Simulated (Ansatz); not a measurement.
Defect: interstitial Li in rock-salt PbS, charge state +1. The step: a concerted move, in which Li travels most; the atom moves 3.00 Å along (0.00, 0.00, -0.50) of the unit cell; the moving atom starts with neighbours 4 Pb at 2.91; S at 2.50, 2 S at 2.51, S at 2.52 Å and ends with 4 Pb at 2.91; S at 2.50, 2 S at 2.51, S at 2.52 Å. A PBE band in Ansatz (plane-wave PAW, one k-point at (0.250, 0.250, 0.250), 64 host sites, 28 SCF runs with any check of the saddle's order, static, no finite-size correction) gives a forward barrier of 0.60 eV. The saddle point's order was not checked, and it lies on a symmetry element of the cell, where a band can be held. The charge state is imposed; whether it is stable for some Fermi level was not computed. Sites that were not tried may lie lower.

Single points at the band's start and saddle point can refine it. Rough cost of one point, in units of the band's mean SCF on the same machine:

| Level | Cost of one point |
|---|---|
| PBE, a 2×2×2 k-point mesh shifted by half a step | about 5 |
| r2SCAN at 500 eV, one k-point at (0.250, 0.250, 0.250) | about 2 |

**Question.** Which of these move the barrier by more than 0.1 eV, and how far does each move it?

**Answer.** Not one does. PBE, a 2×2×2 k-point mesh shifted by half a step: +0.01 eV; r2SCAN at 500 eV, one k-point at (0.250, 0.250, 0.250): -0.04 eV. Each functional is compared with PBE at the same k-points.

Ansatz is a first-principles code.
